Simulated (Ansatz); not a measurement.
# HfN: energy against volume

HfN (rock salt, Fm-3m, 11.152 Å³/atom and stress up to 0.01 GPa in the relaxed cell, cube axes along x, y and z) under an equal strain ε along all three axes. LDA in Ansatz, a plane-wave DFT program (PAW, default set), 420 eV, 22×22×22 Γ-centred mesh, Fermi-Dirac smearing 0.10 eV; ions are relaxed, or left where forces stay under 0.02 eV/Å, within the symmetry of each cell.

Here V stands for volume and E for E less E0.

| volume (Å³/atom) | E less E0 (meV/atom) | pressure (GPa) |
|---|---|---|
| 10.4958 | 40.00 | 20.78 |
| 10.6573 | 22.05 | 15.05 |
| 10.8204 | 9.59 | 9.69 |
| 10.9852 | 2.31 | 4.68 |
| 11.1516 | 0.00 | 0.00 |
| 11.3197 | 2.40 | -4.37 |
| 11.4895 | 9.30 | -8.44 |
| 11.6610 | 20.48 | -12.23 |
| 11.8342 | 35.72 | -15.76 |
| 12.1857 | ? | ? |

Task: Using the third-order Birch-Murnaghan form, a cubic in V^(-2/3), estimate the missing E at V = 12.1857 from the other rows, showing the fit.

Result: With u = V^(-2/3) - 0.200, the rows have u = 0.008604, 0.006491, 0.004411, 0.002362, 0.000343, -0.001645, -0.003604, -0.005534, -0.007436. Least squares gives E = 0.082 - 445.57·u + 587582·u² + 396551·u³. Residuals (row less fit): 0.001, -0.005, 0.007, -0.003, 0.002, -0.003, -0.001, 0.005, -0.002; standard error 0.005 (degrees of freedom: 5). Its minimum lies at u = 0.000379, so V0 = (0.200379)^(-3/2) = 11.15. There d²E/du² = 1176000 and d³E/du³ = 2379000, so B0 = (4/9) × 11.15^(-7/3) × 1176000 × 0.160218 = 302 GPa (the last factor turns the table's units into GPa), and B0' = 4 + (2/3) × 0.200379 × (2379000)/1176000 = 4.3. B0' rests on the cubic coefficient alone and has a standard error of 0.1 from these residuals. At the withheld row, u = -0.011158, so E = 0.082 - 445.57 × (-0.011158) + 587582 × (-0.011158)² + 396551 × (-0.011158)³ = 77.657 meV/atom. The calculation gives 77.63 meV/atom, 0.027 meV/atom below the prediction (0.0 % of the range of E in the table). The row lies outside the fitted rows, so this is an extrapolation. The scatter of the fitted rows lies at the last printed digit.

In a metal these values are sensitive to mesh and smearing; energies are taken to zero smearing, stresses follow the free energy. Other structures, which can take over under pressure, weren't tried. The same form fitted to the pressure column gives B0' = 4.3; series where the two differ by over 0.4 aren't shown. Rows are the converged runs of the series near zero and its far end, less any whose ions stayed unrelaxed beside relaxed ones; series whose fitted rows scatter by over a few per cent of the range, as at a crossing or softening among them, aren't shown in this form.
